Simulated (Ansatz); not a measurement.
## Volume per atom of TiSi₂ (Fddd, No. 70): levels of theory against measurement

Reference value: 14.14 Å³/atom (measured, temperature not stated, not corrected to a static lattice; as tabulated in W. Jeitschko, Acta Crystallographica B 33, 2347 (1977)).

Task: Put these levels in order of the volume per atom that they give for TiSi₂ (Fddd, No. 70), smallest first: LDA (Ansatz, an electronic-structure program), PBE (Ansatz), r²SCAN-D4 (Ansatz).

Result: LDA (13.50 Å³/atom), r²SCAN-D4 (13.82 Å³/atom), PBE (14.18 Å³/atom)

Differences against the reference: LDA -4.5 %, PBE +0.3 %, r²SCAN-D4 -2.3 %.

The measured value isn't corrected to a static lattice, so vibrations enter the comparison. A static lattice is as a rule a little smaller than the measured one.  Ansatz's density-functional and Hartree–Fock values are scalar-relativistic unless marked +SOC, with PAW data made under PBE.

Differences are worked out from the printed values.
